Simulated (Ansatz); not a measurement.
**CaO under a change: isotropic strain +4.80 %**

Base system: CaO in the rock salt structure (space group Fm-3m, No. 225; a = 4.8308 Å).

Perturbation: every lattice vector is stretched by 4.80 %, atoms relaxed at fixed cell.

Method: Ansatz (a program for electronic structure) PBE, scalar-relativistic without spin-orbit coupling, earlier PAW set. Γ-centred 12×12×12 mesh, Fermi–Dirac width 0.05 eV.

| quantity | base | changed | shift |
|---|---|---|---|
| volume per atom | 14.09 Å³ | 16.22 Å³ | +2.13 Å³ |
| shortest interatomic distance | 2.415 Å | 2.531 Å | +0.116 Å |
| energy relative to the base (free energy F) | 0 meV/atom | +82 meV/atom | +82 meV/atom |
| pressure | 0.00 GPa | -10.93 GPa | -10.923 GPa |
| band gap | 3.66 eV | 3.57 eV | -0.09 eV |
| gap character | indirect, Γ → X | direct at Γ | – |
| electron mass | 1.4 mₑ along k, 0.44 mₑ across (at X) | 0.36 mₑ (at Γ) | – |
| hole mass (degenerate bands, along [100]) | 0.35, 2.9, 2.9 mₑ (at Γ) | 0.37, 3.0, 3.0 mₑ (at Γ) | – |
| valley order (the lowest conduction-band minima on the path, energy above the VBM, named in the base's zone) | X along ⟨100⟩ 3.66 eV; Γ 4.61 eV | Γ 3.57 eV; X along ⟨100⟩ 3.64 eV | – |

Cost of the whole job for the changed cell (relaxation, final SCF and bands): around 8 core-seconds (rough).

Effective masses come from finite differences of ±0.01 Å⁻¹. Along k means along the line from Γ to the band edge. No phonon test of stability was made.
